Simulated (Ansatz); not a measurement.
Start from Au in the fcc (Cu type) structure (space group Fm-3m, No. 225; a = 4.083 Å; relaxed with 0.1 eV smearing).

Computed with DFT with PBEsol, PAW potentials and a 420 eV plane-wave cutoff in Ansatz (a program for electronic structure), no SOC.

Strains are applied to the cell and any free atomic positions relax.

One change was made to it. Results:

```tsv
quantity	base	after
energy relative to the base (free energy F)	0 meV/atom	+20 meV/atom
pressure	0.0 GPa	9.0 GPa
```

Q: Name the change that was made.
A. isotropic strain −2.50 %
B. isotropic strain +1.00 %
C. isotropic strain −1.50 %
D. isotropic strain +0.50 %
E. isotropic strain +3.00 %

A: C, isotropic strain −1.50 %. For comparison, the energy relative to the base in the other runs: isotropic strain +1.00 % gives +8.0 meV/atom; isotropic strain +0.50 % gives +2.0 meV/atom; isotropic strain −2.50 % gives +59 meV/atom; isotropic strain +3.00 % gives +65 meV/atom.

Whether these cells are dynamically stable was not tested.
